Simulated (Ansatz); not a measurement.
**Lattice parameter a of AgAl (model structure, Fm-3m, No. 225, 2 atoms in the cell) at several levels of theory**

No measured value is used here.

### Question
Put these levels in order of the lattice parameter a that they give for AgAl (model structure, Fm-3m, No. 225, 2 atoms in the cell), smallest first: PBE (Ansatz, an electronic-structure program), PBEsol (Ansatz), r²SCAN (Ansatz).

### Answer
PBEsol (5.321 Å), r²SCAN (5.367 Å), PBE (5.408 Å)

Cutoffs differ between the levels. Ansatz's density-functional and Hartree–Fock values are scalar-relativistic unless marked +SOC, with PAW data made under PBE.

A model structure was made by putting elements into a prototype or built by hand; it is no filed structure, need not be a known phase, and can be a saddle point held by its symmetry.
